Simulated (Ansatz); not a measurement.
# InSb: pressure series

Base system: InSb in the zinc blende structure (space group F-43m, No. 216; a = 6.556 Å).

Cell and atoms are relaxed at each pressure.

Method: r2SCAN (Ansatz, an electronic-structure program, PAW, spin-orbit coupling left out).

Two rows of this table had their results exchanged by mistake.

| pressure | volume per atom (Å³) | shortest distance (Å) | band gap |
|---|---|---|---|
| pressure −2 GPa | 37.12 | 2.889 | zero |
| pressure −1 GPa | 36.09 | 2.862 | zero |
| pressure 0.7 GPa | 30.08 | 2.693 | 1.01 eV |
| pressure 1.5 GPa | 34.12 | 2.809 | 0.22 eV |
| pressure 3 GPa | 33.18 | 2.783 | 0.39 eV |
| pressure 5 GPa | 32.12 | 2.753 | 0.59 eV |
| pressure 7.5 GPa | 31.02 | 2.721 | 0.81 eV |
| pressure 10 GPa | 34.69 | 2.824 | 0.12 eV |

### Question
Which two?

### Answer
The rows for pressure 0.7 GPa and pressure 10 GPa: the volume has to fall steadily with pressure, so 34.69 Å³ belongs to pressure 0.7 GPa and 30.08 Å³ to pressure 10 GPa.

With Sb present, leaving out spin-orbit coupling can change the band edges. Load acts through the strain it causes; cell and atoms are relaxed under it. Whether these cells are dynamically stable was not tested. Tetrahedral semiconductors of this kind turn to denser phases somewhere between about 1 and 50 GPa; those were not computed, so compressed cells here can lie past the real transition. The final runs are not spin-polarised. Gaps under 0.05 eV, about the width of the smearing, are given as zero. The zero or small gap of InSb can change with the level of theory.
